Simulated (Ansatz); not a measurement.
A self-consistent single point of LiMoP2O7 (P2_1, 22 atoms in the cell) with Ansatz (a program for electronic structure).

Computed with r2SCAN, default PAW files made with PBE (plane waves; Ansatz).

```xyz
22
Lattice="4.8548 0.0000 0.0000 0.0000 8.3172 0.0000 -2.3076 0.0000 6.5784" Properties=species:S:1:pos:R:3 pbc="T T T"
Mo     0.5116     4.1586     1.4853
Mo     2.0356     0.0000     5.0931
P      1.8898     1.5021     0.1901
P      0.6574     5.6607     6.3883
P      2.8855     2.3712     2.7590
P     -0.3382     6.5298     3.8194
Li     1.9747     3.0275     5.4009
Li     0.5725     7.1861     1.1775
O     -0.5709     2.6615     2.3735
O      3.1181     6.8201     4.2049
O      1.7124     5.6740     0.6335
O      0.8348     1.5154     5.9449
O     -0.2338     5.8279     2.5044
O      2.7810     1.6693     4.0740
O      2.0212     3.6022     2.7800
O      0.5260     7.7608     3.7984
O      1.1507     2.8079     0.0454
O      1.3965     6.9665     6.5330
O      2.2953     1.3249     1.7150
O      0.2519     5.4835     4.8634
O      3.8539     4.4705     0.0507
O     -1.3067     0.3119     6.5278
```

Reference input (self-consistent single point, DFT, r2SCAN, plane waves, default PAW files made with PBE): basis.ecutwfc = 500 eV; kpoints.mp_grid.grid = 5 3 4; hamiltonian.xc = r2scan; hamiltonian.pseudopotentials = {kind: paw} (the program's default PAW files); scf.occupations.method = cold; scf.occupations.width = 0.2 eV. This run's input differs from it in these lines:

Ansatz 0.2 input:
```diff
@@ -29,3 +29,3 @@
 basis:
-  ecutwfc: 500.0
+  ecutwfc: 350.0
 kpoints:
```

Output, abridged:

```
SCF iter   1: F=—  HF=-21350.677259 eV  |F-HF|=—  |Δ(HF+E_count)|=         —  Δρ=1.88e-2  dr2=5.70e-1  dr2_τ=2.27e0  ethr=1.77e-3  ⟨swp⟩=7.0  Hψ=9912  notcnv=0  defer=40
all-band conjugate gradients solve this SCF's bands
preconditioner: auto → LDOS
SCF iter   2: F=—  HF=-21351.276549 eV  |F-HF|=—  |Δ(HF+E_count)|=   5.99e-1  S|Δr|=    0.00e0  Δρ=2.64e-2  dr2=9.68e-1  dr2_τ=9.11e-2  ethr=4.13e-4  ⟨swp⟩=2.0  Hψ=4006  notcnv=0  defer=306
   [... lines left out ...]
SCF iter  14: F=—  HF=-21351.129201 eV  |F-HF|=—  |Δ(HF+E_count)|=   7.24e-7  S|Δr|=    0.00e0  Δρ=5.52e-5  dr2=6.05e-6  dr2_τ=4.88e-7  ethr=6.78e-9  ⟨swp⟩=2.0  Hψ=2120  notcnv=0  defer=306
SCF iter  15: F=—  HF=-21351.129200 eV  |F-HF|=—  |Δ(HF+E_count)|=   9.41e-7  S|Δr|=    0.00e0  Δρ=1.22e-5  dr2=3.43e-7  dr2_τ=1.95e-8  ethr=4.39e-9  ⟨swp⟩=2.9  Hψ=3447  notcnv=0  defer=306
SCF iter  16: F=-21351.129200 eV  HF=-21351.129200 eV  |F-HF|=3.79e-8  |Δ(HF+E_count)|=   1.42e-8  S|Δr|=    0.00e0  Δρ=6.92e-6  dr2=7.98e-8  dr2_τ=6.28e-9  ethr=7.25e-11  ⟨swp⟩=14.9  Hψ=12414  notcnv=0
SCF 1 converged in 16 iterations: F = -21351.129200 eV  dr2 = 7.98e-8
Stability not checked (fill_not_monotonic)
Free energy (F): -21351.129200 eV
Internal energy: -21350.910092 eV  (E = F + TS)
E sigma→0 (E₀):  -21351.056164 eV
Entropy (-TS):   -0.219108 eV (-9.959 meV/atom)
Fermi energy:    8.088337 eV
--- Forces (eV/Å), atoms counted from 1 ---
  atom   1  Mo    -0.02477540     0.07286345     0.06687168
  atom   2  Mo     0.02477540     0.07286345    -0.06687168
  atom   3  P     -0.18619100     0.17992013     0.49061132
  atom   4  P      0.18619100     0.17992013    -0.49061132
   [... lines left out ...]
  atom  22  O     -0.47247602    -0.76970424    -0.11878672
--- Stress (GPa, compression-positive) ---
        7.821885      -0.000000      -1.315735
       -0.000000       6.004022       0.000000
       -1.315737       0.000000       6.022281
  P = ⅓ Tr σ = 6.6161 GPa (66.161 kbar)
  The stress holds the Pulay correction. Without it, at fixed plane waves, as pw.x and ABINIT print it: P = 0.8704 GPa
```

The run converged in 16 iterations. Against the reference run the free energy goes up by 50.0 meV/atom, the pressure moves little (6.63 to 6.62 GPa) and the largest force goes from 1.836 to 1.825 eV/Å.

The starting cell comes from a database of published, mostly measured structures (it also holds non-ambient and calculated ones), without a prior relaxation at this level. Its lattice was rescaled by a random factor within 2.5 % of one. Spin polarisation is off. Forces in this geometry exceed 1 eV/Å. Ansatz's pressure includes its estimate of the finite-basis (Pulay) stress. Without the estimate this run gives 0.87 GPa. The cutoff lies below the one recommended for these files.

Cost on one core of a shared machine: roughly 2 min.
